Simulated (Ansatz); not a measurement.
hypothetical diamond Cu with two functionals

The reference is Cu in the diamond structure (space group Fd-3m, No. 227; a = 5.351 Å; a hypothetical phase, not in the database extracts checked).

(Cell as relaxed with PBE.)

Levels (all Ansatz, a program for electronic structure, PAW): PBE (420 eV, no spin-orbit coupling); PBEsol (420 eV, no spin-orbit coupling).

Each level relaxes its own structure.

| quantity | PBE | PBEsol |
|---|---|---|
| volume per atom | 19.16 Å³ | 17.89 Å³ |
| lattice parameter a | 5.351 Å | 5.231 Å |
| band gap | zero | zero |

PBE's volume per atom lies 1.27 Å³ above PBEsol's (7.1 %); PBE's lattice parameter a lies 0.1206 Å above PBEsol's (2.3 %); the two agree on the band gap. Neither level is exact; PBEsol is the comparison here, not a measurement.

Whether these cells are dynamically stable was not tested. The final runs are not spin-polarised.
